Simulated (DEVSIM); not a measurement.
Device: Mo/SiO2/n-Si capacitor, at 250 K.

Layer 1 from the left is SiO2, thickness (nm) 22.0. Layer 2 from the left is Si, thickness (nm) 11000, Nd (cm⁻³) 2.9e15.

Metal gate on the left, work function 4.6 eV. Fixed charge at the semiconductor interface 0 cm⁻² (in units of +e); interface traps 1.5e12 cm⁻² eV⁻¹, uniform in energy, neutral level at 0.5 of the gap above the valence band.

The device is made up for the run: typed textbook-type constants, with dimensions and the other settings drawn at random. Values at 300 K; Nc and Nv go as T^1.5, mobilities as T to minus their exponent, the gap by Varshni's rule with the affinity fixed.

SiO2: gap (eV) 9, affinity (eV) 0.9, permittivity 3.9. Si: gap (eV) 1.124, affinity (eV) 4.05, permittivity 11.7, Nc (cm⁻³) 2.86e19, Nv (cm⁻³) 3.1e19, Varshni α (eV/K) 0.000473, Varshni β (K) 636.

DEVSIM, 1D Poisson equation in equilibrium, Boltzmann statistics, complete ionisation; no quantum confinement or tunnelling. Metal contacts follow the ideal Schottky-Mott rule: no Fermi-level pinning, no interface dipoles.

### Question
What does the simulation give for the minimum of the low-frequency capacitance, the flat-band voltage?

### Answer
minimum of the low-frequency capacitance 0.0979 μF/cm²; flat-band voltage 0.93 V.
